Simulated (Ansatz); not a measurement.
Base system: Ga₂O₃ in the corundum structure (space group R-3c, No. 167).

```
CELL_PARAMETERS angstrom
      2.47497     1.42892     4.43525
     -2.47497     1.42892     4.43525
      0.00000    -2.85785     4.43525
ATOMIC_POSITIONS crystal
  Ga 0.64424 0.64424 0.64424
  Ga 0.14424 0.14424 0.14424
  Ga 0.35576 0.35576 0.35576
  Ga 0.85576 0.85576 0.85576
  O  0.75000 0.44721 0.05279
  O  0.05279 0.75000 0.44721
  O  0.25000 0.55279 0.94721
  O  0.55279 0.94721 0.25000
  O  0.94721 0.25000 0.55279
  O  0.44721 0.05279 0.75000
```

Cartesian axes are those of the cell as printed.

The values are results of Kohn–Sham DFT with the LDA functional, run in Ansatz (a first-principles code) with PAW and 420 eV plane waves, spin-orbit coupling left out, not measurements.

Strains are applied to the cell and any free atomic positions relax; under biaxial strain the out-of-plane vector relaxes too.

One change was made to it. Results:

```json
[
 {"quantity": "band gap", "base": "3.04 eV", "after": "2.45 eV"},
 {"quantity": "energy relative to the base (free energy F)", "base": "0 meV/atom", "after": "+25 meV/atom"},
 {"quantity": "width of the top valence band", "base": "0.47 eV", "after": "0.58 eV"}
]
```

Task: Which change produced these results?
A) biaxial strain +1.50 %, plane normal [001], relaxed out of plane
B) biaxial strain +3.00 %, plane normal [001], relaxed out of plane
C) biaxial strain +0.75 %, plane normal [001], relaxed out of plane

Result: B, biaxial strain +3.00 %, plane normal [001], relaxed out of plane. For comparison, the band gap in the other runs: biaxial strain +1.50 %, plane normal [001], relaxed out of plane gives 2.77 eV; biaxial strain +0.75 %, plane normal [001], relaxed out of plane gives 2.91 eV.

No phonon test of stability was made.
